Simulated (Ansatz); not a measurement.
Data:

```yaml
crystal:
  lattice:
    - [4.81077, 0.00000, 0.00000]
    - [-2.40538, 4.16624, 0.00000]
    - [0.00000, 0.00000, 5.33690]
  atoms:
    - { symbol: Si, position: [0.45868, 0.00000, 0.83333] }
    - { symbol: Si, position: [0.00000, 0.45868, 0.16667] }
    - { symbol: Si, position: [0.54132, 0.54132, 0.50000] }
    - { symbol: O, position: [0.40612, 0.28612, 0.72954] }
    - { symbol: O, position: [0.71388, 0.11999, 0.06287] }
    - { symbol: O, position: [0.88001, 0.59388, 0.39621] }
    - { symbol: O, position: [0.11999, 0.71388, 0.93713] }
    - { symbol: O, position: [0.28612, 0.40612, 0.27046] }
    - { symbol: O, position: [0.59388, 0.88001, 0.60379] }
```

No spin polarisation.

The values are results of Ansatz (a program for electronic structure) PBEsol, without spin-orbit coupling, earlier PAW set, not measurements. k-mesh 8×8×6 (Γ-centred); smearing 0.05 eV (Fermi–Dirac).

### Question
Predict the electron mass, band gap, smallest direct gap and width of the top valence band.

### Answer
```json
{
 "electron_mass": "0.48 mₑ (at Γ)",
 "band_gap": "5.92 eV",
 "smallest_direct_gap": "6.15 eV",
 "width_of_the_top_valence_band": "0.53 eV"
}
```

Load acts through the strain it causes; cell and atoms are relaxed under it. Effective masses come from finite differences of ±0.01 Å⁻¹. No phonon test of stability was made. The cell was made from SiO2 (space group P3_121, No. 152) by this change: pressure 3 GPa.
